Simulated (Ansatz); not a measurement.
Results of r²SCAN in Ansatz (plane waves, PAW) for LiF (model structure, P6₃/mmc, No. 194, 4 atoms in the cell).

Run with plane-wave cutoff 560 eV, 12×12×8 k mesh (along the axes of the cell as run), Fermi–Dirac smearing 0.01 eV, scalar-relativistic PAW data made under PBE.

Cell (relaxed at this level):

Space group P6₃/mmc (No. 194); a = 3.280 Å, b = 3.280 Å, c = 3.997 Å, α = 90.00°, β = 90.00°, γ = 120.00°

```csv
atom,site,symmetry,x,y,z
Li,2d,-6m2,0.6667,0.3333,0.2500
F,2c,-6m2,0.3333,0.6667,0.2500
```

**Question.** Give the computed band gap.

**Answer.** 
* **band gap**: 8.54 eV (direct)

Note: the relaxation could raise the start's symmetry but not lower it, so the cell can be a saddle point.

Computed values are for the static lattice.

Computing time: roughly 7 core-seconds.

A model structure was made by putting elements into a prototype or built by hand; it is no filed structure, need not be a known phase, and can be a saddle point held by its symmetry.

Ansatz is a program for electronic structure.
